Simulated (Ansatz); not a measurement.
Take Tl in the hcp (Mg type) structure (space group P6_3/mmc, No. 194; a = 3.476 Å, c = 5.472 Å; relaxed with 0.1 eV smearing) as the base. Axes: x lies along a and z along c of the hexagonal cell.

Level of theory: Kohn–Sham DFT with the PBEsol functional, run in Ansatz (a program for electronic structure) with PAW and 420 eV plane waves, scalar-relativistic without spin-orbit coupling.

For the base:

```
Quantity                        Result
-----------------------------  -------
Pressure                       0.0 GPa
Shortest interatomic distance  3.393 Å
```

Perturbation: uniaxial strain ε_xx = −0.50 %, all other strain components held at zero; the atoms relax in the strained cell.

Task: What does the calculation give for the pressure after the change?

Result: The pressure (mean of the normal stresses, compression positive) goes from zero to 0.2 GPa.

Task: How does this affect the shortest interatomic distance?

Result: The shortest interatomic distance drops by 0.0044 Å, from 3.393 Å to 3.388 Å.

Whether these cells are dynamically stable was not tested.
